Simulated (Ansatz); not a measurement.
The parent structure is InP in the zinc blende structure (space group F-43m, No. 216).

```xyz
2
Lattice="0.0000 2.9535 2.9535 2.9535 0.0000 2.9535 2.9535 2.9535 0.0000" Properties=species:S:1:pos:R:3 pbc="T T T"
In     0.0000     0.0000     0.0000
P      1.4767     1.4767     1.4767
```

Cartesian axes are those of the cell as printed.

Computed with r2SCAN/PAW in Ansatz (a first-principles code), no spin-orbit coupling.

Strains are applied to the cell and any free atomic positions relax; under biaxial strain the out-of-plane vector relaxes too.

One change was made to it. Results:

```json
[
 {"quantity": "valence-band top at Γ (three highest levels, from the VBM)", "base": "0.00, 0.00, 0.00 eV", "after": "0.00, -0.27, -0.27 eV"},
 {"quantity": "volume per atom", "base": "25.76 Å³", "after": "26.41 Å³"},
 {"quantity": "pressure (mean of the normal stresses, compression positive)", "base": "0.00 GPa", "after": "-1.70 GPa"},
 {"quantity": "band gap", "base": "1.03 eV", "after": "0.68 eV"}
]
```

Q: Which change produced these results?
A) biaxial strain +3.00 %, plane normal [001], relaxed out of plane
B) biaxial strain +0.50 %, plane normal [001], relaxed out of plane
C) biaxial strain +2.50 %, plane normal [001], relaxed out of plane

A: A, biaxial strain +3.00 %, plane normal [001], relaxed out of plane. For comparison, the band gap in the other runs: biaxial strain +2.50 %, plane normal [001], relaxed out of plane gives 0.74 eV; biaxial strain +0.50 %, plane normal [001], relaxed out of plane gives 0.97 eV.

Whether these cells are dynamically stable was not tested.
